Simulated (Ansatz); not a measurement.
Consider this model of amorphous B₁₂Sb₁₂Se₃₆.

```xyz
60
Lattice="11.0535 0.5949 0.5992 0.5949 11.7041 0.3360 0.5992 0.3360 11.5937" Properties=species:S:1:pos:R:3 pbc="T T T"
B      3.2116     9.5784    11.3309
B      1.4718     7.3685     1.8292
B      1.2924     6.6079     0.3324
B      9.2590    10.9913     7.0052
B      4.0352     0.7725     2.9095
B      6.7066     6.2002    11.0209
B     10.1900     4.4120     7.4265
B      4.7738     7.5703     1.6899
B      4.3118    10.6637     4.9691
B      6.7511    11.9112     0.7571
B      8.2533     1.3530     1.3539
B      2.9948     1.1369     9.0096
Sb     5.7976     3.9938     6.8733
Sb     2.5357     1.8250     0.4919
Sb     1.4462    11.1803     6.5254
Sb    11.1893    11.4400    12.0608
Sb     8.9970     2.4075     4.9076
Sb    11.1451     5.0782     3.4307
Sb     8.8880     1.3179     9.3625
Sb     7.0226     6.1131     3.4816
Sb     2.5884     4.3727     8.6485
Sb     5.3289    10.1823     8.1677
Sb    10.2838     5.7441    10.8519
Sb     8.2279     7.0436     7.7110
Se     5.4115     5.5627     1.3256
Se     3.2716     4.0592     6.1559
Se     5.1207     8.8665    11.4649
Se    10.5416    11.0976     5.3985
Se     1.5142     9.4740     1.4408
Se     6.3446     3.3744     4.3685
Se    10.1465     1.7929     1.4117
Se    11.3114     6.0072     8.2088
Se     8.8734     4.7206     2.0823
Se     1.2357     2.1698     9.1094
Se     8.6119     4.2098     8.7120
Se     7.7179     9.6349     6.6726
Se     3.1929     7.4328     2.9457
Se    11.3075     8.1974    11.4080
Se    11.2193     2.8059     6.5763
Se    10.9965     7.6165     3.7543
Se     5.9319    11.6891     4.6161
Se     3.9024     9.1569     6.1731
Se     7.6075    11.3441    10.5410
Se     5.5119     5.2142     9.9889
Se     5.9211     6.6456     6.6076
Se    10.4657    10.6520     8.6544
Se     1.2171     4.5534     0.2286
Se     2.8734    11.4650     3.9154
Se     4.4730     2.2527     9.8471
Se     3.0215     7.7570    10.3926
Se     8.2573    11.2266     2.1588
Se     3.7820     0.8482     7.1114
Se     6.3888     8.5373     2.4415
Se     2.8359    10.8938     9.8132
Se     7.6700     1.1343     6.9166
Se     7.3754     2.5302    12.0057
Se     3.8900     2.7470     2.5185
Se     8.0864     7.5256    10.5188
Se     9.2984     5.0894     5.6613
Se     4.8584    11.4274     1.4426
```

All values below come from PBE-D3(BJ), scalar-relativistic without spin-orbit coupling, PAW (Ansatz default set, large-core Se) (plane waves to 420 eV; Ansatz, an electronic-structure program).

The cell was made by melting and quenching with the CHGNet potential and then relaxed with DFT. The hot cell started wider than the set density and was brought back towards it in steps. It is the lowest in DFT energy of 3 quenches. It is a model cell: composition and starting density were chosen by hand, and all elements were melted together. The geometry includes D3(BJ) dispersion. Its density started from a set value of 4.65 and ended at 4.94 g/cm³. Cooling (nominally 150 K/ps over its main leg) ran many orders faster than in experiment, which tends to leave more defects and strain. Values belong to this one cell and scatter from quench to quench. Volume and shape were free in the relaxation. On a 2×2×2 Γ-centred mesh force components of up to 0.12 eV/Å stay, since the relaxation ran on one k-point at (1/4, 1/4, 1/4).

Bonds are counted up to B-B 1.90 Å, B-Sb 2.68 Å, B-Se 2.36 Å, Sb-Sb 3.34 Å, Sb-Se 3.18 Å, Se-Se 2.76 Å.

Q: Give the coordination numbers, mean bond lengths and angles.

A: 
Mean coordination of B: 3.75 (3 with 3, 9 with 4)
Mean coordination of Sb: 4.42 (1 with 3, 6 with 4, 4 with 5, 1 with 6)
Mean coordination of Se: 2.67 (1 with 1, 14 with 2, 17 with 3, 4 with 4)
Mean Sb-Se bond: 2.816 Å (spread 0.163 Å, 51 counted)
Mean B-Se bond: 2.050 Å (spread 0.061 Å, 43 counted)
Mean B-B bond: 1.688 Å (spread 0.000 Å, 1 counted)
Mean Sb-Sb bond: 3.316 Å (spread 0.000 Å, 1 counted)
Bond angle at B: mean 110.5°, spread 10.6°
Bond angle at Sb: mean 101.9°, spread 29.7°
Bond angle at Se: mean 97.7°, spread 21.0°

Q: List the pairs of like atoms that count as bonded by the rules above.

A: B2-B3 (1.69 Å), Sb16-Sb19 (3.32 Å), Se27-Se50 (2.61 Å).
